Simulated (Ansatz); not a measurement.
Base system: Hf in the hcp (Mg type) structure (space group P6_3/mmc, No. 194; a = 3.1581 Å, c = 5.0045 Å; relaxed with 0.1 eV smearing).

Structures relaxed with Ansatz (a first-principles code) PBEsol, no SOC.

Base:

Simulated powder pattern, Cu Kα1, λ = 1.54056 Å (kinematic, ideal powder, no thermal factors, no anomalous dispersion; the 14 strongest lines at most, above 2 %, up to 2θ = 90°):

```csv
2θ (°),I/Imax (%),hkl
32.72,24,(100)
35.86,25,(002)
37.44,100,(101)
49.32,16,(102)
58.39,19,(110)
65.49,20,(103)
68.57,2.9,(200)
70.45,22,(112)
71.45,16,(201)
76.00,3.0,(004)
79.87,3.9,(202)
85.22,3.4,(104)
```

After one change:

Simulated powder pattern, Cu Kα1, λ = 1.54056 Å (kinematic, ideal powder, no thermal factors, no anomalous dispersion; the 14 strongest lines at most, above 2 %, up to 2θ = 90°):

```
2θ (°)  I/Imax (%)
------  ----------
32.55           24
35.67           25
37.25          100
49.06           16
58.08           19
65.12           20
68.18          3.0
70.05           22
71.04           16
75.56          3.0
79.39          3.9
84.70          3.4
```

What was done to the base?
(A) isotropic strain −1.50 %
(B) isotropic strain −0.50 %
(C) isotropic strain +0.50 %
(D) isotropic strain −2.00 %

C, isotropic strain +0.50 %. Its volume per atom is 21.94 Å³ against 21.61 Å³, and its space group is P6_3/mmc (No. 194).

Stability against distortions was not tested. All final runs are without spin polarisation.
